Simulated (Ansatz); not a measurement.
Take Nb in the bcc (W type) structure (space group Im-3m, No. 229) as the base.

```yaml
crystal:
  lattice:
    - [-1.62356, 1.62356, 1.62356]
    - [1.62356, -1.62356, 1.62356]
    - [1.62356, 1.62356, -1.62356]
  atoms:
    - { symbol: Nb, position: [0.00000, 0.00000, 0.00000] }
```

Computed with LDA, PAW, 420 eV (Ansatz, a quantum-chemistry and plane-wave program; no spin-orbit coupling).

Base values:

| Quantity | Result |
|---|---|
| Volume per atom | 17.12 Å³ |

Perturbation: a negative pressure, −2 GPa.

### Question
Predict the new volume per atom.

### Answer
The volume per atom goes up by 0.18 Å³, from 17.12 Å³ to 17.30 Å³.

Load acts through the strain it causes; cell and atoms are relaxed under it. Stability against distortions was not tested. The final runs are not spin-polarised.
